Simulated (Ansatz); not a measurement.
Take TiO₂ in the rutile structure (space group P4_2/mnm, No. 136; a = 4.592 Å, c = 2.939 Å) as the base.

Modification: every Ti is replaced by Sn, then cell and atoms are relaxed.

Levels (all Ansatz, a first-principles code, PAW, earlier PAW set): PBEsol (420 eV, no spin-orbit coupling); r2SCAN (500 eV, scalar-relativistic without spin-orbit coupling).

The geometry is relaxed with PBEsol.

| Property | Result |
|---|---|
| PBEsol pressure | 0.00 GPa |
| PBEsol width of the top valence band | 1.24 eV |
| PBEsol band gap | 0.92 eV |

What does r2SCAN give at this geometry for the pressure, width of the top valence band and band gap?

The pressure goes from zero to -1.61 GPa; the width of the top valence band is nearly the same (1.24 eV against 1.25 eV); the band gap rises by 0.78 eV (0.92 eV → 1.70 eV).

Single points use the geometry relaxed with PBEsol. Their cutoffs differ, which shifts pressures a little. Stability against distortions was not tested. The final runs are not spin-polarised.
